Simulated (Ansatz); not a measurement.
Where the default PAW files enter, the runs use the earlier of Ansatz's two default sets.

The decay constant κ of evanescent states in the gap governs leakage through a thin film.

Given:

```
CELL_PARAMETERS angstrom
      4.21239     0.00000     0.00000
      0.00000     5.95722     0.00000
      0.00000     2.97861     2.97861
ATOMIC_POSITIONS crystal
  Ba 0.00000 0.00000 0.00000
  Zr 0.50000 0.50000 0.00000
  O  0.50000 0.50000 0.50000
  O  0.50000 0.00000 0.50000
  O  0.00000 0.50000 0.00000
```

Space group of this cell: Pm-3m, cubic perovskite. The cell is taken as given; by r2SCAN its mean pressure is -0.9 GPa.

Transport runs along the normal of the first two printed cell vectors, the (110) plane of the conventional cell.

No gap correction and no spin-orbit coupling; mid-gap values are interpolated between computed energies.

Q: State the band gap and the smallest decay constant κ at mid-gap according to r2SCAN (Ansatz, an electronic-structure program).

A: Gap 3.72 eV on a 10×10×10 mesh; κ = 0.305 1/Å, at the zone centre.
